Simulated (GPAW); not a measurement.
**Several settings converged on MoW (Cmm2, 2 atoms in the cell)**

```
MoW
1.0
    1.57139    -2.22313     0.00000
    1.57139     2.22313     0.00000
    0.00000     0.00000     4.46416
Mo W
1 1
Direct
  0.00000   0.00000   0.01120
  0.50000   0.50000   0.50000
```

Base method: PBEsol, GPAW PAW datasets PBEsol (made by gpaw-setup) (plane waves; GPAW).

Base settings: mode = pw; ecut = 600 eV; xc = PBEsol; kpts = 6 6 4; mesh shift (steps) = 0 0 0; occupations.name = fermi-dirac; occupations.width = 0.1 eV; nbands = -6; symmetry.symmorphic = false; symmetry.tolerance = 0.0005.

The count of work is k-points × plane waves × bands × iterations; it is no time. Core times come from one kind of shared machine, to one figure; runs under 30 s give none.

**The k-point mesh at a smearing width of 0.05 eV**

In this ladder: occupations.width = 0.05 eV.

The second cell is the first with its lattice scaled by 0.98.

Only quantities that move along the ladder and can be compared are tabulated.

| kpts | free energy less the last step's (meV/atom) | energy of the compressed cell less the first (meV/atom) | pressure (GPa) | largest difference of a force vector from the last step's (eV/Å) | count of work / last | core time / last (rough) |
|---|---|---|---|---|---|---|
| 5 5 3 | -6.86 | 51.31 | -0.83 | 0.025 | 0.022 | – |
| 7 7 4 | 11.06 | 45.01 | -1.88 | 0.013 | 0.068 | – |
| 8 8 5 | 1.32 | 47.48 | -1.34 | 0.029 | 0.094 | 0.1 |
| 12 12 7 | -3.13 | 45.37 | -1.74 | 0.020 | 0.21 | 0.2 |
| 14 14 8 | 4.05 | 46.57 | -1.55 | 0.006 | 0.29 | 0.3 |
| 20 20 12 | 0.00 | 45.88 | -1.62 | 0.000 | 1.0 | 1 |

Coarsest kpts that holds the energy of the compressed cell less the first within 2 meV/atom of the last step, with all finer ones: 7 7 4, at 0.068 of the last step's count of work; the step before is off by 5.4 meV/atom.

Coarsest kpts that holds the pressure within 0.5 GPa of the last step, with all finer ones: 7 7 4, at 0.068 of the last step's count of work; the step before is off by 0.79 GPa.

Coarsest kpts that holds the forces within 0.01 eV/Å: not settled: the last two steps still differ by 0.006 eV/Å, over half the tolerance, so the ladder does not show it.

**The mesh under tetrahedron occupations**

In this ladder: occupations.name = improved-tetrahedron-method; occupations.width = default.

Only quantities that move along the ladder and can be compared are tabulated.

| kpts | free energy less the last step's (meV/atom) | pressure (GPa) | largest difference of a force vector from the last step's (eV/Å) | count of work / last | core time / last (rough) |
|---|---|---|---|---|---|
| 5 5 3 | 1.84 | -0.49 | 0.008 | 0.013 | – |
| 7 7 4 | 19.11 | -0.46 | 0.015 | 0.042 | – |
| 8 8 5 | 2.01 | -0.90 | 0.012 | 0.050 | – |
| 12 12 7 | -0.70 | -1.27 | 0.015 | 0.14 | 0.1 |
| 15 15 9 | 1.35 | -1.27 | 0.011 | 0.24 | 0.3 |
| 24 24 14 | 0.00 | -1.49 | 0.000 | 1.0 | 1 |

State of the pressure at the end of the ladder: still drifting one way, by 0.22 GPa over the last two steps, so the last step is no safe reference.

Coarsest kpts that holds the forces within 0.01 eV/Å: not settled: the last two steps still differ by 0.011 eV/Å, over half the tolerance, so the ladder does not show it.

Coarsest kpts that holds the free energy within 5 meV/atom of the last step, with all finer ones: 8 8 5, at 0.050 of the last step's count of work; the step before is off by 19 meV/atom.

Two neighbours can agree and both be off: 5 5 3 and 7 7 4 differ by 0.02 GPa in the pressure, yet lie about 1.0 GPa from the last step.

On the base run: the starting cell comes from a database of computed structures (which also holds hypothetical and non-ambient phases and stackings), without a prior relaxation at this level. Its lattice was rescaled by up to half a per cent. One atom was moved a little off its site on purpose. Spin polarisation is off. Without a gap this mesh is coarse (it stands for a supercell whose shortest vector is 16 Å).
